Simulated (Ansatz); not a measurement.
The starting structures come from a database of crystals and need not be the phases stable at ambient conditions.

Given:

```xyz
4
Lattice="3.0660 0.0000 0.0000 0.0000 4.9166 0.0000 1.5330 0.0000 2.7094" Properties=species:S:1:pos:R:3 pbc="T T T"
Al     3.0660     2.4618     1.8063
Al     1.5330     0.0035     0.9031
N      3.0660     0.5865     1.8063
N      1.5330     3.0448     0.9031
```

The cell is strained (lengths across the current scaled by 0.98, ions clamped); by r2SCAN it stands under a pressure of 4.1 GPa.

Transport runs along the normal of the first two printed cell vectors.

The gap is the functional's own. No spin-orbit coupling. Mid-gap values are those at the computed energy nearest the middle.

**Question.** Predict the band gap and the smallest decay constant κ at mid-gap from r2SCAN run with Ansatz (a first-principles code).

**Answer.** Gap 5.03 eV on a 12×6×12 mesh; κ = 0.316 1/Å, at the zone centre.
